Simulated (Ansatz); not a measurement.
Output of an Ansatz run (abridged):

```
WARN basis.ecutwfc = 500 eV, the default
WARN ansatz: RAYON_NUM_THREADS=1 ignored (pool sized by the plan → 1); use --threads N
Pseudopotentials: kind: paw
Pseudopotential: Ti, paw, valence charge 12
Pseudopotential: Al, paw, valence charge 3
Crystal: 4 atoms, lattice volume = 61.896 Å³
Basis set: ecut = 500 eV, 1575 PW (Γ), exchange–correlation on 120×120×120 points (64 copies of the dense FFT grid, shifted against one another)
Bands: 15, of which v1, the nominal top of the filled ones, is band 11 counted from 1 (10 counted from 0)
Symmetry: 48 space group operations
Space group: Pm-3m (ITA 221), of the structure as read, at distance tolerance 4.0e-5 Å
k-points: 56 of 1331
PAW frozen core: Ti, regenerated for the run's functional
PAW frozen core: Al, regenerated for the run's functional
Initial density: superposition of atomic densities (neutral atoms: chi_scale 0, normalization atom), corrected by the library's trained network
Initial wavefunctions: pseudopotential atomic-orbital guess
Eigensolver: davidson
Functional: x = r2scan, c = r2scan; τ floored in thin density (d = 2e-4 eV/Å³)
SCF iter   1: F=—  HF=-4127.206037 eV  |F-HF|=—  |Δ(HF+E_count)|=         —  Δρ=9.56e-3  dr2=5.77e-2  dr2_τ=3.12e-2  ethr=1.77e-3  ⟨swp⟩=5.7  Hψ=4952  notcnv=0
all-band conjugate gradients solve this SCF's bands
preconditioner: auto → Kerker (q_TF=auto, 2.279 Å⁻¹)
SCF iter   2: F=—  HF=-4127.260612 eV  |F-HF|=—  |Δ(HF+E_count)|=   5.46e-2  Δρ=4.57e-3  dr2=1.91e-2  dr2_τ=1.94e-3  ethr=2.75e-4  ⟨swp⟩=2.5  Hψ=2103  notcnv=0
SCF iter   3: F=—  HF=-4127.259222 eV  |F-HF|=—  |Δ(HF+E_count)|=   1.39e-3  Δρ=2.35e-3  dr2=3.17e-3  dr2_τ=6.61e-5  ethr=9.08e-5  ⟨swp⟩=2.0  Hψ=1206  notcnv=0
SCF iter   4: F=—  HF=-4127.258960 eV  |F-HF|=—  |Δ(HF+E_count)|=   2.62e-4  Δρ=3.04e-4  dr2=4.62e-5  dr2_τ=4.03e-6  ethr=1.51e-5  ⟨swp⟩=2.5  Hψ=1377  notcnv=0
SCF iter   5: F=—  HF=-4127.258990 eV  |F-HF|=—  |Δ(HF+E_count)|=   3.07e-5  Δρ=1.06e-4  dr2=8.54e-6  dr2_τ=3.23e-7  ethr=2.20e-7  ⟨swp⟩=2.1  Hψ=1240  notcnv=0
SCF iter   6: F=—  HF=-4127.258990 eV  |F-HF|=—  |Δ(HF+E_count)|=   8.62e-7  Δρ=1.93e-5  dr2=4.30e-7  dr2_τ=9.63e-9  ethr=4.07e-8  ⟨swp⟩=2.3  Hψ=1178  notcnv=0
SCF iter   7: F=-4127.258990 eV  HF=-4127.258990 eV  |F-HF|=7.10e-9  |Δ(HF+E_count)|=   1.72e-8  Δρ=5.25e-6  dr2=2.09e-8  dr2_τ=8.76e-10  ethr=4.76e-10  ⟨swp⟩=4.4  Hψ=2931  notcnv=0
the search or the solves at the SCF's close seem to have found levels that the self-consistency loop had missed (the run counts 1) …
SCF 1 converged in 7 iterations: F = -4127.258990 eV  dr2 = 2.09e-8
SCF converged after 7 iterations
Free energy (F): -4127.258990 eV
Harris-Foulkes:  -4127.258990 eV  (|F-HF|=7.10e-9)
Internal energy: -4127.240098 eV  (E = F + TS)
E sigma→0 (E₀):  -4127.249544 eV
Entropy (-TS):   -0.018892 eV (-4.723 meV/atom)
Fermi energy:    10.533111 eV
--- Per-component energies (eV) ---
  E_band       = -161.875550
  E_kinetic    = 346.650424
  E_local      = -1180.833939  (includes V_loc(G=0)·N_el)
  E_nonlocal   = 38.059817
  E_hartree    = 521.338829
  E_xc         = -205.081685
  E_vxc        = -228.849326  (∫ρ·V_xc dr)
  E_paw        = -2477.583301  (= ΣΔE_a)
  E_vpaw       = -192.358887  (= ΣTr[D̂ρ^β])
  E_aug_tail   = 0.000091  (compensation charges beyond the density's cutoff)
  E_vtau       = 12.783360  (kinetic-family band-sum trace: ∫τ·v_τ [+ j·A + Jᵃ·Aᵃ] dr)
  E_ewald      = -1169.356552
  E_core_change = -0.433781  (= ΣΔE_core)
  E_smearing   = -0.018892  (= −TS)
  E_closure    = 0.000000  (closes the sum)
  Σ components = -4127.258990   (vs F -4127.258990, Δ=0.00e0)
--- Forces (eV/Å), atoms counted from 1 ---
  atom   1  Ti    -0.00000000    -0.00000000     0.00000000
   [... zero for the other atoms too ...]
  max |Σ_I F_I| component: 1.77e-30 eV/Å
--- Stress (GPa, compression-positive) ---
        0.044296       0.000000       0.000000
        0.000000       0.044296       0.000000
        0.000000       0.000000       0.044296
  P = ⅓ Tr σ = 0.0443 GPa (0.443 kbar)
  The stress holds the Pulay correction. Without it, at fixed plane waves, as pw.x and ABINIT print it: P = 0.0155 GPa
--- Band table (eV; the first three rows and the last of 56) ---
  k-point 0: bands = ["-48.8361", "-24.0873", "-24.0873", "-24.0873", "-0.9738", "7.3211", "7.3211", "8.1345", "8.1345", "8.1345", "10.6604", "10.6604", "10.6604", "11.1847", "15.0645"]
  k-point 1: bands = ["-48.8360", "-24.0890", "-24.0872", "-24.0872", "-0.8887", "6.5704", "7.3762", "8.1328", "8.1328", "8.5910", "10.6769", "10.6769", "10.6803", "11.5647", "14.7817"]
  k-point 2: bands = ["-48.8358", "-24.0937", "-24.0868", "-24.0868", "-0.6353", "5.4024", "7.5343", "8.1255", "8.1255", "9.1348", "10.7349", "10.7381", "10.7381", "12.3139", "14.1159"]
  k-point 55: bands = ["-48.8336", "-24.1035", "-24.1034", "-24.1034", "4.3360", "5.1144", "5.1144", "5.6923", "6.7414", "6.7414", "6.7990", "10.9658", "12.0004", "12.0004", "13.4875"]
```

The structure:

```
CELL_PARAMETERS angstrom
      3.95567     0.00000     0.00000
      0.00000     3.95567     0.00000
      0.00000     0.00000     3.95567
ATOMIC_POSITIONS crystal
  Ti 0.00000 0.00000 0.00000
  Al 0.50000 0.50000 0.00000
  Al 0.00000 0.50000 0.50000
  Al 0.50000 0.00000 0.50000
```

Problem. Write an input that gives this output.

Solution. Other spellings and defaults could give the same log, and not every line can be read from it. The input that was run (DFT, r2SCAN, plane waves, default PAW files made with PBE):

Ansatz 0.2 input:
```yaml
# TiAl3
crystal:
  lattice:
    - [3.95567000, 0.00000000, 0.00000000]
    - [0.00000000, 3.95567000, 0.00000000]
    - [0.00000000, 0.00000000, 3.95567000]
  atoms:
    - { symbol: Ti, position: [0.00000000, 0.00000000, 0.00000000] }
    - { symbol: Al, position: [0.50000000, 0.50000000, 0.00000000] }
    - { symbol: Al, position: [0.00000000, 0.50000000, 0.50000000] }
    - { symbol: Al, position: [0.50000000, 0.00000000, 0.50000000] }
kpoints:
  mp_grid: { grid: [11, 11, 11] }
hamiltonian:
  xc: r2scan
  pseudopotentials: { kind: paw }
scf:
  occupations: { method: fermi_dirac, width: 0.05 eV }
output:
  forces: true
  eigenvalues: true
  stress: true
```

The starting cell comes from a database of computed structures (which also holds hypothetical and non-ambient phases and stackings), without a prior relaxation at this level. Spin polarisation is off. Ansatz's pressure includes its estimate of the finite-basis (Pulay) stress.

Ansatz is a quantum-chemistry and plane-wave program.
